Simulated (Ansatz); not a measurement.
Start from Rh in the fcc (Cu type) structure (space group Fm-3m, No. 225; a = 3.7816 Å; relaxed with 0.1 eV smearing). Axes: x, y, z lie along the cube axes.

Computed with PBEsol in Ansatz (plane waves to 420 eV, PAW, spin-orbit coupling left out).

One thing is altered: uniaxial strain ε_zz = +2.20 %, all other strain components held at zero; the atoms relax in the strained cell.

Question: Estimate the effect on the energy relative to the base.

Answer: The energy goes up by 9.1 meV/atom.

Question: Estimate the effect on the stress.

Answer: The stress (xx, yy, zz, yz, xz, xy; compression positive) amounts to (-4.2, -4.2, -9.5, 0.0, 0.0, 0.0) GPa.

Whether these cells are dynamically stable was not tested. All final runs are without spin polarisation. Rh lies near a magnetic instability that expansion can trigger; it was not tested.

Ansatz is a first-principles code.
